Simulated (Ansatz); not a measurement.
# TiSi2: response to strain

Consider TiSi2 (space group Fddd, No. 70; a = 4.760 Å, b = 8.180 Å, c = 8.500 Å). Axes: x, y, z lie along a, b, c of the conventional cell.

Strains are applied to the cell and any free atomic positions relax; under biaxial strain the out-of-plane vector relaxes too.

Calculations: Ansatz (an electronic-structure program), PBEsol, PAW, cutoff 420 eV, scalar-relativistic without spin-orbit coupling.

Candidates:
(a) biaxial strain −1.39 %, plane normal [001], relaxed out of plane
(b) strain tensor (xx, yy, zz, yz, xz, xy) = (−0.75, +1.29, −0.23, −0.53, +0.11, +0.28) %
(c) uniaxial strain ε_zz = −6.00 %
(d) biaxial strain +4.12 %, plane normal [001], relaxed out of plane

Notes on the quantities. energy relative to the base: free energy F.

Problem. Order them by energy relative to the base, highest first.

Solution. (c) uniaxial strain ε_zz = −6.00 % (+78 meV/atom), (d) biaxial strain +4.12 %, plane normal [001], relaxed out of plane (+45 meV/atom), (a) biaxial strain −1.39 %, plane normal [001], relaxed out of plane (+6.0 meV/atom), (b) strain tensor (xx, yy, zz, yz, xz, xy) = (−0.75, +1.29, −0.23, −0.53, +0.11, +0.28) % (+3.6 meV/atom)

Without a gap, meshes like the base's 13×13×13 leave anisotropic stresses uncertain by several tenths of a GPa, and small strain energies with them. Whether these cells are dynamically stable was not tested. The final runs are not spin-polarised.
